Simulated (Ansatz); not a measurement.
The starting structures come from a database of crystals and need not be the phases stable at ambient conditions.

Tunnelling through a barrier is set by its complex band structure: the current falls as exp(−2κd) with the smallest κ.

Given:

```xyz
14
Lattice="5.7501 0.0000 0.0000 -1.9167 5.4213 0.0000 1.9167 2.7106 4.7908" Properties=species:S:1:pos:R:3 pbc="T T T"
Zr     0.4792     6.7766     3.5931
Zr     1.4375     4.0659     1.1977
Zr     1.4375     1.0165     0.5988
Zr     4.3126     3.0495     1.7965
Zr     6.2293     3.7271     4.1919
Zr     3.3542     5.7601     2.9942
N      2.6253     3.7127     3.0197
N      2.6661     2.7106     0.0000
N      2.6253     7.7786     4.1664
N     -0.2498     4.7724     2.3954
N     -0.2090     2.7106     0.0000
N      3.5836     5.0680     0.6243
N      0.7086     2.0618     2.3954
N      1.6669     6.4233     1.7711
```

Space group of this cell: Fdd2. The cell is strained (lengths across the current scaled by 0.98, ions clamped); by PBEsol its mean pressure is 5.7 GPa.

Transport runs along the normal of the first two printed cell vectors.

The gap is the functional's own. No spin-orbit coupling. Mid-gap values are interpolated on the energy grid.

### Question
Compute, with PBEsol run with Ansatz (an electronic-structure program), the band gap and the smallest decay constant κ at mid-gap.

### Answer
Gap 0.52 eV on a 6×6×6 mesh; κ = 0.146 1/Å, at the zone centre.
